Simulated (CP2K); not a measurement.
A self-consistent single point of NbP2 (P1, 6 atoms in the cell) with CP2K.

Computed with PBEsol, GPW, DZVP-MOLOPT-SR-GTH basis, GTH-PBE potentials (GTH_POTENTIALS) in CP2K.

```yaml
crystal:
  lattice:
    - [4.74108, 0.00000, 0.00000]
    - [3.59000, 3.09672, 0.00000]
    - [-3.45152, -1.28295, 6.62290]
  atoms:
    - { symbol: Nb, position: [0.84296, 0.83170, 0.79699] }
    - { symbol: Nb, position: [0.16677, 0.15932, 0.19706] }
    - { symbol: P, position: [0.60276, 0.59334, 0.90228] }
    - { symbol: P, position: [0.40382, 0.40593, 0.10188] }
    - { symbol: P, position: [0.12277, 0.14174, 0.52829] }
    - { symbol: P, position: [0.86092, 0.86797, 0.47349] }
```

Reference input (self-consistent single point, DFT LDA (Pade form), GPW, DZVP-MOLOPT-SR-GTH basis, GTH-PADE potentials (GTH_POTENTIALS)): CUTOFF = 500 Ry; REL_CUTOFF = 50 Ry; SMEAR/METHOD = FERMI_DIRAC; ELECTRONIC_TEMPERATURE = 1160.45 K; KPOINTS/SCHEME = MONKHORST-PACK 6 6 3; GAMMA_CENTERED = T; XC_FUNCTIONAL = PADE; Nb/BASIS_SET = DZVP-MOLOPT-SR-GTH-q13; Nb/POTENTIAL = GTH-PADE-q13; P/BASIS_SET = DZVP-MOLOPT-SR-GTH-q5; P/POTENTIAL = GTH-PADE-q5; METHOD = GPW. This run's input differs from it in these lines:

```diff
@@ -44,3 +44,6 @@
     &XC
-      &XC_FUNCTIONAL PADE
+      &XC_FUNCTIONAL
+        &PBE
+          PARAMETRIZATION PBESOL
+        &END PBE
       &END XC_FUNCTIONAL
@@ -80,3 +83,3 @@
       BASIS_SET DZVP-MOLOPT-SR-GTH-q13
-      POTENTIAL GTH-PADE-q13
+      POTENTIAL GTH-PBE-q13
     &END KIND
@@ -84,3 +87,3 @@
       BASIS_SET DZVP-MOLOPT-SR-GTH-q5
-      POTENTIAL GTH-PADE-q5
+      POTENTIAL GTH-PBE-q5
     &END KIND
```

Log, with long lists cut:

```
 SCF WAVEFUNCTION OPTIMIZATION

  Step     Update method      Time    Convergence         Total energy    Change
     1 NoMix/Diag. 0.30E+00      -     0.88835225      -141.4342906064 -1.41E+02
     2 Broy./Diag. 0.30E+00      -     0.10924673      -144.2576186951 -2.82E+00
     3 Broy./Diag. 0.30E+00      -     0.19199039      -142.4984805900  1.76E+00
     4 Broy./Diag. 0.30E+00      -     0.05155057      -140.8320010642  1.67E+00
     5 Broy./Diag. 0.30E+00      -     0.03819059      -140.8963476506 -6.43E-02
     6 Broy./Diag. 0.30E+00      -     0.00802193      -140.4901413220  4.06E-01
   [... 7 lines left out ...]
    14 Broy./Diag. 0.30E+00      -     0.00001440      -140.5466296210  1.76E-04
    15 Broy./Diag. 0.30E+00      -     0.00000674      -140.5465827995  4.68E-05
    16 Broy./Diag. 0.30E+00      -     0.00000259      -140.5464813343  1.01E-04
    17 Broy./Diag. 0.30E+00      -     0.00000021      -140.5464667986  1.45E-05
  *** SCF run converged in    17 steps ***

  Overlap energy of the core charge distribution:               0.00000000004169
  Self energy of the core charge distribution:               -272.88178694648053
  Core Hamiltonian energy:                                     60.76443142959082
  Hartree energy:                                              91.99416647207671
  Exchange-correlation energy:                                -20.42254490907247
  Electronic entropic energy:                                  -0.00073284491959
  Fermi energy:                                                 0.38658840766354

  Total energy:                                              -140.54646679864962
  Total energy (extrapolated to T->0):                       -140.54610037618983

   [... lines left out ...]

 STRESS| Analytical stress tensor [bar]
 STRESS|                        x                   y                   z
 STRESS|      x       -3.07973451230E+04   9.02502082090E+03   2.24418541868E+03
 STRESS|      y        9.02502082090E+03  -4.28885705103E+04   1.67559596473E+03
 STRESS|      z        2.24418541868E+03   1.67559596473E+03  -4.58178993412E+04
 STRESS| 1/3 Trace                                            -3.98346049915E+04
```

The run converged in 17 iterations. Against the reference run the pressure goes from -8.44 to -3.98 GPa and the largest force goes from 0.995 to 1.033 eV/Å.

The starting cell comes from a database of computed structures (which also holds hypothetical and non-ambient phases and stackings), without a prior relaxation at this level. Its atoms were displaced at random from the sites of space group no. 12. Spin polarisation is off. Values carry the incompleteness of an atom-centred basis. The potentials were made for another functional than the one used. With a pressure of about -4 GPa the cell is away from its equilibrium volume at this level. Forces in this geometry exceed 1 eV/Å.

Cost on one core of a shared machine: roughly 3 min.
